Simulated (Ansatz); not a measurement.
**A computed series for Ir: response to strain**

Take Ir in the fcc (Cu type) structure (space group Fm-3m, No. 225; a = 3.8118 Å; relaxed with 0.1 eV smearing) as the base. Axes: x, y, z lie along the cube axes.

Strains are applied to the cell and any free atomic positions relax.

Calculations: LDA in Ansatz (plane waves to 420 eV, PAW, no spin-orbit coupling).

Candidates:
(a) uniaxial strain ε_zz = +3.00 %
(b) uniaxial strain ε_zz = −2.50 %
(c) uniaxial strain ε_zz = −3.00 %
(d) uniaxial strain ε_zz = −1.50 %
(e) uniaxial strain ε_zz = +2.00 %

Notes on the quantities. energy relative to the base: free energy F.

Question: Order them by energy relative to the base, highest first.

Answer: (c) uniaxial strain ε_zz = −3.00 % (+28 meV/atom), (a) uniaxial strain ε_zz = +3.00 % (+24 meV/atom), (b) uniaxial strain ε_zz = −2.50 % (+19 meV/atom), (e) uniaxial strain ε_zz = +2.00 % (+11 meV/atom), (d) uniaxial strain ε_zz = −1.50 % (+6.7 meV/atom)

Whether these cells are dynamically stable was not tested. All final runs are without spin polarisation.

Ansatz is a first-principles code.
